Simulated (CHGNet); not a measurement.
## Rutile MgH2

These are the machine-learned potential CHGNet-r²SCAN (trained on r²SCAN data) values and carry that method's errors.

Cell: relaxed at this level.

```yaml
lattice_constant_a: 4.482 Å
lattice_parameter_c: 2.992 Å
equilibrium_volume_per_atom: 10.02 Å³/atom
```

Measured, for comparison: lattice constant a 4.517 Å, lattice parameter c 3.021 Å, equilibrium volume per atom 10.27 Å³/atom (temperature not stated, no zero-point or thermal correction; as tabulated in Ellinger et al., J. Am. Chem. Soc. 77, 2647 (1955) (COD 4124639)). Computed (rounded) less measured: lattice constant a -0.8 %, lattice parameter c -1.0 %, equilibrium volume per atom -2.4 %. A static lattice is as a rule a little smaller and stiffer than an uncorrected measurement, which narrows the difference in the lattice constant a, lattice parameter c and would widen misses of the other sign.

A machine-learned potential is trained on density-functional data: it inherits that level's misses and adds fitting errors of its own.
